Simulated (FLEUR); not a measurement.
## Equation of state of wurtzite BN (space group 186): energy against volume (FLEUR, LDA)

```yaml
crystal:
  lattice:
    - [2.45082, 0.00000, 0.00000]
    - [-1.22541, 2.12248, 0.00000]
    - [0.00000, 0.00000, 4.05587]
  atoms:
    - { symbol: B, position: [0.33333, 0.66667, 0.00000] }
    - { symbol: B, position: [0.66667, 0.33333, 0.50000] }
    - { symbol: N, position: [0.33333, 0.66667, 0.37500] }
    - { symbol: N, position: [0.66667, 0.33333, 0.87500] }
```

Level of theory: LDA (Vosko-Wilk-Nusair), all-electron FLAPW (FLEUR), scalar-relativistic valence run with FLEUR. Settings: Kmax = 5.24 1/bohr; GmaxXC = 21 1/bohr; xcFunctional = vwn; jspins = 1; l_soc = F; mode = hist; fermiSmearingEnergy = 0.00036749 Htr; mesh (inpgen div1-3) = 15 15 8; inpgen gamma flag = true; Gmax = 21 1/bohr; numbands = 0; maxIterBroyd = 15; imix = Anderson; alpha = 0.05; precondParam = 0; minDistance = 1e-05 me/bohr^3. The cell above is the first row's. The rows scale it uniformly. In all rows fractional positions and the k mesh are held. E is the free energy at the stated smearing, counted from the lowest row.

```csv
V (Å^3/atom),E (meV/atom)
5.2745,?
5.3891,33.36
5.5038,15.40
5.6185,4.53
5.7331,0.00
5.8478,1.49
5.9624,8.22
6.0771,19.93
6.1918,36.04
```

Task: Using the third-order Birch-Murnaghan form, a cubic in V^(-2/3), estimate the missing E at V = 5.2745 from the other rows, showing the fit.

Result: With u = V^(-2/3) - 0.310, the rows have u = 0.015329, 0.010793, 0.006412, 0.002181, -0.001914, -0.005875, -0.009714, -0.013434. Least squares gives E = 0.098 - 390.58·u + 168694·u² - 107161·u³. Residuals (row less fit): -0.004, 0.001, 0.029, -0.047, 0.026, -0.017, 0.021, -0.009; standard error 0.034 (degrees of freedom: 4). Its minimum lies at u = 0.001159, so V0 = (0.311159)^(-3/2) = 5.761. There d²E/du² = 336600 and d³E/du³ = -643000, so B0 = (4/9) × 5.761^(-7/3) × 336600 × 0.160218 = 403 GPa (the last factor turns the table's units into GPa), and B0' = 4 + (2/3) × 0.311159 × (-643000)/336600 = 3.6. At the withheld row, u = 0.020024, so E = 0.098 - 390.58 × 0.020024 + 168694 × 0.020024² - 107161 × 0.020024³ = 59.056 meV/atom. The calculation gives 59.31 meV/atom, 0.254 meV/atom above the prediction (0.4 % of the range of E in the table). The row lies outside the fitted rows, so this is an extrapolation. From the scatter of the fitted rows alone, a prediction at this place has a standard error of 0.100 meV/atom, so the miss is 2.5 times that.

Carrying the step between the two nearest rows on in a straight line would have given 51.30, off by 8.01; series whose last step already gives the withheld value aren't shown. The scan was laid around a cell of about the measured size, scaled by a guess for this functional; axis ratios and inner coordinates come from that cell. This is a metastable polymorph. The runs keep the symmetry of the cell, so they don't test it for distortions. Values depend on the basis (sphere radii, cutoffs, local orbitals), which need not be converged. The shape of the cell and the inner coordinates aren't relaxed, so V0 and B0 belong to this uniform scaling; a relaxed crystal lies no higher in energy and is usually softer. Cutoffs and mesh are single choices, not tested for convergence of this quantity. Series with a scatter that would blur these digits, or in which a gap closes, are not shown. Nor are scans whose minimum lies at an end fitted in this form.
